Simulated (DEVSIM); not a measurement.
System: TaN/HfO2/p-GaAs capacitor, at 300 K.

Layer 1 from the left is HfO2, thickness (nm) 29.0. Layer 2 from the left is GaAs, thickness (nm) 17000, Na (cm⁻³) 2.8e14.

Metal gate on the left, work function 4.4 eV. Fixed charge at the semiconductor interface 0 cm⁻² (in units of +e); no interface traps.

This is a model device: material constants are rounded textbook-type values typed into the input, and sizes, dopings and lifetimes were drawn at random. Values at 300 K.

HfO2: gap (eV) 5.7, affinity (eV) 2.5, permittivity 22. GaAs: gap (eV) 1.424, affinity (eV) 4.07, permittivity 12.9, Nc (cm⁻³) 4.7e17, Nv (cm⁻³) 9e18.

**Question.** Estimate by hand the flat-band voltage, the threshold voltage, and compare with a numerical solution.

**Answer.** 
- Flat-band voltage: C = 0.672 μF/cm², work-function difference -0.826 V; VFB = φms − qNf/C = -0.83 V; numerical -0.83 V.
- Threshold voltage: φF = 0.482 V, depletion charge √(4εqNφF) = 9.94e-9 C/cm²; VT = VFB + 2φF + Qd/C = 0.15 V; numerical 0.15 V.

Model (solved in DEVSIM): 1D Poisson equation in equilibrium, Boltzmann statistics, complete ionisation; no quantum confinement or tunnelling. Metal contacts follow the ideal Schottky-Mott rule: no Fermi-level pinning, no interface dipoles.
